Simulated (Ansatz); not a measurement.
**Cu with two functionals**

Base system: Cu in the fcc (Cu type) structure (space group Fm-3m, No. 225; a = 3.6297 Å).

(Cell as relaxed with PBE.)

Levels (all Ansatz, a quantum-chemistry and plane-wave program, PAW): PBE (420 eV, spin-orbit coupling left out); r2SCAN (500 eV, scalar-relativistic without spin-orbit coupling).

Each level relaxes its own structure.

| quantity | PBE | r2SCAN |
|---|---|---|
| volume per atom | 11.96 Å³ | ___ |
| lattice parameter a | 3.630 Å | ___ |
| band gap | zero | ___ |

Problem. Given the PBE results, estimate those of r2SCAN.

Solution. 
- volume per atom, r2SCAN: 11.44 Å³
- lattice parameter a, r2SCAN: 3.577 Å
- band gap, r2SCAN: zero

PBE's volume per atom lies 0.52 Å³ above r2SCAN's (4.5 %); PBE's lattice parameter a lies 0.053 Å above r2SCAN's (1.5 %); the two agree on the band gap. Neither level is exact; r2SCAN is the comparison here, not a measurement.

No phonon test of stability was made. The final runs are not spin-polarised.
